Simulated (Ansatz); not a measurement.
We consider cubic perovskite BaHfO₃, described by RPBE in Ansatz (PAW).

Run with plane-wave cutoff 520 eV, 8×8×8 k mesh, Fermi–Dirac smearing 0.01 eV, scalar-relativistic PAW data made under PBE.

Pressure at four volumes; x = ln(V/15.259 Å³). One pressure is withheld.

| V (Å³/atom) | x | P (GPa) |
|---|---|---|
| 14.344 | -0.0618 | 10.18 |
| 15.259 | 0.0000 | -0.01 |
| 15.870 | 0.0393 | -5.18 |
| 16.175 | 0.0583 | ? |

Problem. Pass a parabola P(x) through the three rows shown, estimate the bulk modulus and its pressure derivative near zero pressure, and predict the withheld pressure.

Solution. Slopes between the rows: (-0.01 − (10.18))/(0.0000 − (-0.0618)) = -164.89 and (-5.18 − (-0.01))/(0.0393 − (0.0000)) = -131.55 GPa. Their difference over the span 0.1011 is c = 33.34/0.1011 = 329.8 GPa, so P(x) = 10.18 + (-164.89)(x − (-0.0618)) + 329.8 (x − (-0.0618))(x − (0.0000)). At the middle row B = −dP/dx = −[-164.89 + 329.8 × 0.0618] = 144.5 GPa, and B′ = dB/dP = 2c/B = 4.6. At x = 0.0583 the parabola gives -7.31 GPa; the run gives -7.37 GPa. The Birch–Murnaghan fit to the energies at all volumes has B0 = 144 GPa and B′ = 4.4.

Spin–orbit coupling is not included.

Ansatz is a program for electronic structure.
